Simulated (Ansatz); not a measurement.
The reference is HfO₂ (space group P4_2/nmc, No. 137; a = 3.568 Å, c = 5.167 Å). Axes: x, y, z lie along a, b, c of the conventional cell.

Computed with PBEsol in Ansatz (plane waves to 420 eV, PAW, no SOC), earlier PAW set.

Base values:

The band gap is 4.57 eV. The smallest direct gap is 4.65 eV.

One thing is altered: uniaxial strain ε_xx = +2.79 %, all other strain components held at zero; the atoms relax in the strained cell.

Task: How does this affect the band gap, smallest direct gap and energy relative to the base?

Result: The band gap drops by 0.154 eV, from 4.57 eV to 4.41 eV; the smallest direct gap decreases by 0.16 eV, from 4.65 eV to 4.49 eV; the energy rises by 9.8 meV/atom.

With Hf present, leaving out spin-orbit coupling can change the band edges. Whether these cells are dynamically stable was not tested. This is not the structure that HfO2 has at room temperature and ambient pressure.

Ansatz is a quantum-chemistry and plane-wave program.
